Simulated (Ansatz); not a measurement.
An Ansatz (a program for electronic structure) run: Ba with a change (Ba → Sr); PBEsol (Ansatz; PAW; 420 eV plane waves; no spin-orbit coupling).

Input:

Ansatz 0.2 input:
```yaml
crystal:
  lattice:
    - [0, 2.9610408628, 2.9610408628]
    - [2.9610408628, 0, 2.9610408628]
    - [2.9610408628, 2.9610408628, 0]
  atoms:
    - { symbol: Sr, position: [0, 0, 0] }
basis: { ecutwfc: 420, ecutrho_ratio: 4, xc_grid: 2, fft_grid_basis: typed }
kpoints: { mp_grid: { grid: [14, 14, 14] } }
hamiltonian:
  xc: pbesol
  dispersion: none
  pseudopotentials: { kind: paw }
scf: { occupations: { method: fermi_dirac, width: 0.05 }, convergence: { dr2_threshold: 0.0000000001 } }
output: { forces: true, stress: true }
checkpoint: { write: state.ck, write_every: 1000 }
```

Output (explanatory and most iteration lines left out):

```
Pseudopotential: Sr, paw, valence charge 10
Crystal: 1 atoms, lattice volume = 51.923 Å³
Basis set: ecut = 420 eV, 965 PW (Γ), exchange–correlation on 60×60×60 points (8 copies of the dense FFT grid, shifted against one another)
Bands: 9, of which v1, the nominal top of the filled ones, is band 5 counted from 1 (4 counted from 0)
Symmetry: 48 space group operations
Space group: Fm-3m (ITA 225), of the structure as read, at distance tolerance 3.7e-5 Å
k-points: 104 of 2744
Functional: x = pbesol(κ = 0.804, μ = 0.12345679012345678), c = pbesol(β = 0.046)
SCF iter   1: F=—  HF=-3492.218686 eV  |F-HF|=—  |Δ(HF+E_count)|=         —  Δρ=1.38e-3  dr2=8.85e-4  ethr=1.77e-3  ⟨swp⟩=6.9  Hψ=8345  notcnv=0
SCF iter   2: F=—  HF=-3492.219105 eV  |F-HF|=—  |Δ(HF+E_count)|=   4.20e-4  Δρ=7.16e-4  dr2=3.57e-4  ethr=8.85e-6  ⟨swp⟩=2.3  Hψ=2309  notcnv=0
SCF 1 converged in 7 iterations: F = -3492.219081 eV  dr2 = 1.97e-12
SCF converged after 7 iterations
Free energy (F): -3492.219081 eV
Internal energy: -3492.209393 eV  (E = F + TS)
E sigma→0 (E₀):  -3492.214237 eV
Entropy (-TS):   -0.009689 eV (-9.689 meV/atom)
Fermi energy:    5.406506 eV
--- Forces (eV/Å), atoms counted from 1 ---
  atom   1  Sr    -0.00000000    -0.00000000     0.00000000
--- Stress (GPa, compression-positive) ---
        0.002760       0.000000      -0.000000
        0.000000       0.002760       0.000000
       -0.000000       0.000000       0.002760
  P = ⅓ Tr σ = 0.0028 GPa (0.028 kbar)
```

No phonon test of stability was made. The cell was made from Ba by this change: Ba → Sr.
